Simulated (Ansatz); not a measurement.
```xyz
4
Lattice="3.0245 0.0000 0.0000 -1.5122 2.7568 0.0000 0.0000 0.0000 5.1839" Properties=species:S:1:pos:R:3 pbc="T T T"
Ga     1.5122     0.9085    -0.0071
Ga     0.0000     1.8483     2.5848
N      1.5122     0.8915     3.2481
N      0.0000     1.8653     0.6562
```

No spin polarisation.

Computed with r2SCAN (Ansatz, a first-principles code; PAW; 500 eV plane waves; no SOC), earlier PAW set. Γ-centred 12×12×7 mesh, Fermi–Dirac width 0.05 eV.

Q: Predict the valence-band top at Γ, band gap and gap character.

A: Valence-band top at Γ (three highest levels, from the VBM): 0.00, -0.35, -0.40 eV
Band gap: 2.38 eV
Gap character: direct at Γ

The cells carry an imposed strain or load. Whether these cells are dynamically stable was not tested. The cell was made from GaN in the wurtzite structure (space group P6_3mc, No. 186) by this change: uniaxial strain ε_xx = −4.99 %.
